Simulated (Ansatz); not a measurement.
## Amorphous Hf₁₇O₃₆La

It comes from a melt-quench run on a machine-learned potential (CHGNet), relaxed afterwards by DFT. O atoms were pushed apart under 1.9 Å during the dynamics, to hinder bonds among them. The hot cell started wider than the set density and was brought back towards it in steps. It is the lowest in DFT energy of 2 quenches. It is a model cell: composition and starting density were chosen by hand, and all elements were melted together. No dispersion term was used. Cycles of charging and discharging annealed it further.

Methods: PBE, scalar-relativistic without spin-orbit coupling (Ansatz, a quantum-chemistry and plane-wave program); r2SCAN, scalar-relativistic without spin-orbit coupling (Ansatz); HSE06, scalar-relativistic without spin-orbit coupling (Ansatz). Geometry, pressure, stress and energy are those of the PBE run. Its sampling: a 2×2×2 Γ-centred mesh; Fermi-Dirac width 0.02 eV; collinear spin, started from a total moment of 1 μB (at the end a net moment of 1.0 μB). Other functionals are single points at the zone centre (r2SCAN at 500 eV; exact exchange cut at the cell's faces), free to take moments where seeds were set. The usual formal charges leave 1 holes over, so the level spacing at the Fermi energy parts defect or band states and needn't be the band gap. In the spin-polarised cell the level spacing at the Fermi energy can part levels of unlike spin. At PBE the levels at both edges of the gap are localised (band-tail or defect states), and the nearest spread-out levels lie 4.2 eV apart at the zone centre.

The number of atoms in the cell is 54 and the density (held, not predicted) comes out as 8.79 g/cm³. The volume per atom is 13.12 Å³ and the pressure on a 2×2×2 Γ-centred mesh comes out as 0.96 GPa. The largest force and stress component on that mesh (the relaxation ran on the zone centre alone) comes out as 0.11 eV/Å and 1.9 GPa, the energy relative to HfO2 (P2_1/c) + hexagonal La2O3 + O2 gas (lowest mix at this level among the phases computed, not always the ambient ones) comes out as 16.0 kJ/mol of atoms and the level spacing at the Fermi energy on a 2×2×2 Γ-centred mesh (PBE) is 0.98 eV. The level spacing at the Fermi energy at the zone centre (PBE) is 1.05 eV, the level spacing at the Fermi energy at the zone centre (r2SCAN) is 1.65 eV and the level spacing at the Fermi energy at the zone centre (HSE06) is 2.81 eV. The net moment is 1.00 μB.

Cut-offs for bonds: Hf-Hf 3.34 Å, Hf-O 2.80 Å, Hf-La 3.65 Å, O-O 1.58 Å, O-La 3.00 Å, La-La 3.96 Å. Two cations that share two anions don't count as bonded, nor two that share one unless they lie closer than Hf-Hf 3.25 Å, Hf-La 3.55 Å, La-La 3.85 Å.

```yaml
Mean coordination of Hf by anions: 6.41 (3 with 5, 5 with 6, 8 with 7, 1 with 8)
Mean coordination of O: 3.19 (1 with 2, 27 with 3, 8 with 4)
Mean coordination of La by anions: 6.00 (1 with 6)
Mean Hf-O bond: 2.152 Å (spread 0.150 Å, 109 counted)
Mean O-La bond: 2.475 Å (spread 0.109 Å, 6 counted)
```

Its density started from a set value of 8.79 g/cm³. Cooling (nominally 450 K/ps over its main leg) ran many orders faster than in experiment, which tends to leave more defects and strain. A cell of this size samples the disorder only roughly. The volume was held where the preparation left it and the shape relaxed, at a PBE pressure of 1.0 GPa. Stress components on the final sampling reach 1.9 GPa. Cycles of charging lowered its energy after that relaxation.
